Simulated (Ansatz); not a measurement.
Effect of isotropic strain +2.40 % on PbO2

Consider PbO2 in the rutile structure (space group P4_2/mnm, No. 136; a = 4.998 Å, c = 3.411 Å).

Now apply this change: every lattice vector is stretched by 2.40 %; the atoms relax in the strained cell.

Calculations: PBEsol (Ansatz, an electronic-structure program; PAW; 420 eV plane waves; no SOC). Γ-centred 7×7×10 mesh, Fermi–Dirac width 0.05 eV.

| quantity | base | changed | shift |
|---|---|---|---|
| volume per atom | 14.20 Å³ | 15.25 Å³ | +1.05 Å³ |
| shortest interatomic distance | 2.174 Å | 2.226 Å | +0.0514 Å |
| energy relative to the base (free energy F) | 0 meV/atom | +28 meV/atom | +28 meV/atom |
| band gap | zero | zero | – |
| largest internal atomic displacement | – | 0.013 Å | – |

Final structure:

```
CELL_PARAMETERS angstrom
      5.11826     0.00000     0.00000
      0.00000     5.11826     0.00000
      0.00000     0.00000     3.49337
ATOMIC_POSITIONS crystal
  Pb 0.00000 0.00000 0.00000
  Pb 0.50000 0.50000 0.50000
  O  0.30939 0.30939 0.00000
  O  0.80939 0.19061 0.50000
  O  0.19061 0.80939 0.50000
  O  0.69061 0.69061 0.00000
```

A case with no gap was solved on a k-mesh chosen for an insulator, which is coarse for it. With Pb present, leaving out spin-orbit coupling can change the band edges. No phonon test of stability was made. The final runs are not spin-polarised. Gaps under 0.05 eV, about the width of the smearing, are given as zero. The zero or small gap of PbO2 can change with the level of theory.
